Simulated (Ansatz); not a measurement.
Al_C in 4H silicon carbide: one set of geometries, relaxed with PBE, evaluated in Ansatz (PAW, plane waves to 420 eV, 500 eV under r2SCAN) with PBE, r2SCAN.

Details: 96-site cell; 2×2×2 shifted k-points; start: the C(h) site; charged states image-corrected; finite-size errors of tenths of an eV; flagged in the runs: a host whose relaxation on this sampling wasn't shown to rest, a strain field that reaches the edge of the cell.

| quantity | PBE | r2SCAN |
|---|---|---|
| host gap (eV) | 2.23 | [?] |
| ε(+1/0) above the VBM (eV) | 0.80 | [?] |
| ε(0/−1) above the VBM (eV) | 1.38 | [?] |
| largest moment on one atom at charge +1 (μB) | 0.17 | [?] |
| neutral formation energy against fcc Al, graphite (eV) | 7.21 | [?] |
| largest moment on one atom at charge 0 (μB) | 0.08 | [?] |

Task: Given the lower rungs, what does r2SCAN give?

Result: 
- host gap (eV), r2SCAN: 2.59
- ε(+1/0) above the VBM (eV), r2SCAN: 0.93
- ε(0/−1) above the VBM (eV), r2SCAN: 1.54
- largest moment on one atom at charge +1 (μB), r2SCAN: 0.18
- neutral formation energy against fcc Al, graphite (eV), r2SCAN: 7.61
- largest moment on one atom at charge 0 (μB), r2SCAN: 0.09

Ansatz is a program for electronic structure.
